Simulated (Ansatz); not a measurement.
An Ansatz (a quantum-chemistry and plane-wave program) run: Nb with a change (uniaxial strain ε_zz = +0.50 %); Ansatz r2SCAN, without spin-orbit coupling.

Input:

Ansatz 0.2 input:
```yaml
crystal:
  lattice:
    - [-1.6522343429, 1.6522343429, 1.6604955147]
    - [1.6522343429, -1.6522343429, 1.6604955147]
    - [1.6522343429, 1.6522343429, -1.6604955147]
  atoms:
    - { symbol: Nb, position: [0, 0, 0] }
basis: { ecutwfc: 500, ecutrho_ratio: 4, xc_grid: 4, fft_grid_basis: typed }
kpoints: { mp_grid: { grid: [28, 28, 28] } }
hamiltonian:
  xc: r2scan
  dispersion: none
  pseudopotentials: { kind: paw }
scf: { occupations: { method: fermi_dirac, width: 0.1 }, convergence: { dr2_threshold: 0.0000000001 } }
relax: { f_tol: 0.005, max_steps: 50 }
output: { forces: true, stress: true }
checkpoint: { write: state.ck, write_every: 1000 }
```

Output (explanatory and most iteration lines left out):

```
Relaxation: its limit of steps is 50 (relax.max_steps)
Pseudopotential: Nb, paw, valence charge 13
Crystal: 1 atoms, lattice volume = 18.132 Å³
Basis set: ecut = 500 eV, 459 PW (Γ), exchange–correlation on 96×96×96 points (64 copies of the dense FFT grid, shifted against one another)
Bands: 11, of which v1, the nominal top of the filled ones, is band 7 counted from 1 (6 counted from 0)
Symmetry: 16 space group operations
Space group: I4/mmm (ITA 139), of the structure as read, at distance tolerance 2.6e-5 Å
k-points: 1639 of 21952
Functional: x = r2scan, c = r2scan; τ floored in thin density (d = 2e-4 eV/Å³)
SCF iter   1: F=—  HF=-4563.655418 eV  |F-HF|=—  |Δ(HF+E_count)|=         —  Δρ=1.03e-2  dr2=1.55e-2  dr2_τ=9.69e-3  ethr=1.77e-3  ⟨swp⟩=5.1  Hψ=110645  notcnv=0
SCF iter   2: F=—  HF=-4563.652363 eV  |F-HF|=—  |Δ(HF+E_count)|=   3.05e-3  Δρ=3.39e-3  dr2=6.19e-4  dr2_τ=6.04e-4  ethr=1.19e-4  ⟨swp⟩=2.9  Hψ=44046  notcnv=0
SCF 1 converged in 7 iterations: F = -4563.652766 eV  dr2 = 3.72e-11
relax step   1: F+E_penalty+E_count = -4563.65276605 eV  Δ(F+E_penalty+E_count) = +0.000e0 eV  max|allowed force component| = 0.000e0 eV/Å  Δτ_max = 0.0000 Å  (7 SCF iters, accepted)
Crystal: 1 atoms, lattice volume = 18.132 Å³
SCF iter   1: F=—  HF=-4563.652766 eV  |F-HF|=—  |Δ(HF+E_count)|=         —  Δρ=6.69e-7  dr2=3.72e-11  dr2_τ=4.38e-12  ethr=1.00e-12  ⟨swp⟩=1.0  Hψ=113172  notcnv=0
SCF iter   2: F=-4563.652766 eV  HF=-4563.652766 eV  |F-HF|=0.00e0  |Δ(HF+E_count)|=  1.82e-12  Δρ=2.91e-7  dr2=7.40e-12  dr2_τ=7.64e-13  ethr=1.00e-12  ⟨swp⟩=3.6  Hψ=47725  notcnv=0
SCF 2 converged in 2 iterations: F = -4563.652766 eV  dr2 = 7.40e-12
SCF converged after 2 iterations
Free energy (F): -4563.652766 eV
Internal energy: -4563.606284 eV  (E = F + TS)
E sigma→0 (E₀):  -4563.629525 eV
Entropy (-TS):   -0.046482 eV (-46.482 meV/atom)
Fermi energy:    17.614442 eV
--- Forces (eV/Å), atoms counted from 1 ---
  atom   1  Nb     0.00000000     0.00000000     0.00000000
--- Stress (GPa, compression-positive) ---
       -0.668737       0.000000      -0.000000
        0.000000      -0.668737       0.000000
        0.000000       0.000000      -1.237434
  P = ⅓ Tr σ = -0.8583 GPa (-8.583 kbar)
--- Relaxed structure (1 steps of the walk, 1 accepted, 0 SCFs on fresh bases) ---
  atoms:
    - { symbol: Nb, position: [0.0, 0.0, 0.0] }
```

No phonon test of stability was made. The final runs are not spin-polarised. The cell was made from Nb in the bcc (W type) structure (space group Im-3m, No. 229) by this change: uniaxial strain ε_zz = +0.50 %.
